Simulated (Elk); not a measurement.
Band structure of PmSe (Fm-3m, 2 atoms in the cell).

```
CELL_PARAMETERS angstrom
      0.00000     2.96054     2.96054
      2.96054     0.00000     2.96054
      2.96054     2.96054     0.00000
ATOMIC_POSITIONS crystal
  Pm 0.00000 0.00000 0.00000
  Se 0.50000 0.50000 0.50000
```
Moments meant for the start (each program seeds them in its own way; μB, in the order of the atoms Pm Se): 4.0 0.0.

Computed with PBEsol, all-electron FP-LAPW, Elk's shipped species files, APW+lo basis with extra local orbitals run with Elk 10.2.4.

Settings: xctype = 22; spinpol = true; rgkmax = 7.5; stype = 0; swidth = 0.00499791 Ha; ngridk = 7 7 7; reducebf = 0.8; gmaxvr = 14 1/bohr; nxlo = 2; lorbcnd = true; lmaxi = 2; nempty = 8 per atom; bfcmt = [[0.0, 0.0, -1.0], [0.0, 0.0, 0.0]].

The starting cell comes from a database of computed structures (which also holds hypothetical and non-ambient phases and stackings), without a prior relaxation at this level. Spin-orbit coupling is off. With one magnetic atom in the cell only a parallel order is possible. With U or open f shells several self-consistent states can exist. The f electrons are in the valence without U or exact exchange, which can misplace them near the Fermi level. Spin-orbit terms, which matter for f shells, are left out. Values depend on the basis (sphere radii, cutoffs, local orbitals), which need not be converged.

Levels in eV from the Fermi level, bands 15 to 22 of the first spin channel:
```csv
point,15,16,17,18,19,20,21,22
Γ,-0.06,-0.05,-0.04,0.52,0.53,0.57,0.68,0.68
X,-0.17,-0.14,-0.10,-0.08,0.05,0.23,0.30,2.91
W,-0.27,-0.14,-0.11,-0.02,0.00,0.05,1.93,1.94
K,-0.20,-0.15,-0.09,-0.07,0.06,0.07,0.80,3.77
L,-0.23,-0.22,-0.04,-0.04,0.00,0.05,3.12,3.36
U,-0.18,-0.14,-0.10,-0.07,0.05,0.09,0.79,3.77
```

Bands cross the Fermi level along this path, so the cell is metallic at this level.

The net moment of the cell came out as 4.85 μB.
